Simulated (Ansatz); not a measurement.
The starting structures come from a database of crystals and need not be the phases stable at ambient conditions.

By PBEsol, the system below comes out a metal.

The ballistic (Sharvin) conductance counts the channels at the Fermi level: G/A = (e²/h) × channels of both spins per area.

Here is the system:

```
Ir3ScB2
1.0
    3.04401     0.00000     0.00000
    0.00000     5.42967     0.00000
    0.00000    -2.71484     4.70223
Sc B Ir
1 2 3
Direct
  0.50000   0.00000   0.00000
  0.50000   0.66667   0.33333
  0.50000   0.33333   0.66667
  0.00000   0.50000   0.00000
  0.00000   0.00000   0.50000
  0.00000   0.50000   0.50000
```

Space group of this cell: P6/mmm. The cell is taken as given; by PBEsol its mean pressure is -4.7 GPa.

The current flows along the normal of the first two printed cell vectors, the (100) plane of the conventional cell. No spin-orbit coupling; the value is a mean over 0.1 eV about the Fermi level.

### Question
Estimate the ballistic conductance per area that Ansatz (a first-principles code) with PBEsol returns for this system.

### Answer
0.40 × 10¹⁵ S/m² for both spins.
